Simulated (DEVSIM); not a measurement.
System: abrupt Si p-n junction, at 300 K.

Layer 1 from the left is Si, thickness (μm) 2.80, Na (cm⁻³) 6.2e16, τn (s) 9.2e-6, τp (s) 9.2e-6. Layer 2 from the left is Si, thickness (μm) 0.860, Nd (cm⁻³) 1.9e17, τn (s) 9.2e-6, τp (s) 9.2e-6.

Left contact: ohmic. Right contact: ohmic. Voltage is applied to the left contact. Recombination: SRH at mid-gap, Auger. Mobility is μmin + (μ − μmin)/(1 + (N/Nref)^α).

This is a model device: material constants are rounded textbook-type values typed into the input, and sizes, dopings and lifetimes were drawn at random. Values at 300 K.

Si: gap (eV) 1.124, affinity (eV) 4.05, permittivity 11.7, Nc (cm⁻³) 2.86e19, Nv (cm⁻³) 3.1e19, μn (cm²/Vs) 1417, μp (cm²/Vs) 470, μn,min 52, μp,min 45, Nref,n 9.7e16, Nref,p 2.2e17, αn 0.68, αp 0.72, Cn (cm⁶/s) 2.8e-31, Cp (cm⁶/s) 9.9e-32.

### Question
Estimate by hand the built-in potential, the peak field at zero bias, the capacitance at -1.5 V, and compare with a numerical solution.

### Answer

- Built-in potential: ni = √(Nc Nv) exp(−Eg/2kT) = 1.08e10 cm⁻³ with Eg = 1.124 eV; Vbi = kT/q ln(Na Nd/ni²) = 0.834 V; numerical 0.834 V.
- Peak field at zero bias: depletion approximation: W = √(2εVbi/(qN)) = 0.152 μm with N = 4.67e16 cm⁻³; field = 2Vbi/W = 110000 V/cm; numerical 106000 V/cm (estimate above by 3.2 %).
- Capacitance at -1.5 V: C = √(qεN / 2(Vbi + |V|)) = 40.8 nF/cm²; numerical 41.2 nF/cm² (estimate below by 1.1 %).

Model (solved in DEVSIM): 1D drift-diffusion, Boltzmann statistics, complete ionisation; no tunnelling, impact ionisation, image-force lowering or self-heating.
